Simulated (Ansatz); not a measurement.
Base system: CsSnI$_{3}$ in the cubic perovskite structure (space group Pm-3m, No. 221; a = 6.225 Å). Axes: x, y, z lie along the cube axes.

Level of theory: Kohn–Sham DFT with the r2SCAN functional, run in Ansatz (a program for electronic structure) with PAW and 500 eV plane waves, scalar-relativistic without spin-orbit coupling, earlier PAW set.

Strains are applied to the cell and any free atomic positions relax; under stress the whole cell relaxes.

One change was made to it. Results:

```csv
quantity,base,after
band gap,0.46 eV,0.44 eV
shortest interatomic distance,3.113 Å,3.108 Å
```

Q: Which change produced these results?
A) uniaxial stress, 0.5 GPa tension along x
B) isotropic strain −5.83 %
C) tensor shear ε_xy = −3.72 %

A: A, uniaxial stress, 0.5 GPa tension along x. For comparison, the band gap in the other runs: tensor shear ε_xy = −3.72 % gives 0.39 eV; isotropic strain −5.83 % gives zero.

The mesh was chosen for an insulator and is coarse for the gapless case. Spin-orbit coupling, missing from the scalar runs, can matter with I. Stability under load was not tested beyond the relaxation. All final runs are without spin polarisation. Many cubic perovskites are stable only at high temperature; tilts and polar distortions were not tested. The zero or small gap of CsSnI3 under isotropic strain −5.83 % can change with the level of theory.
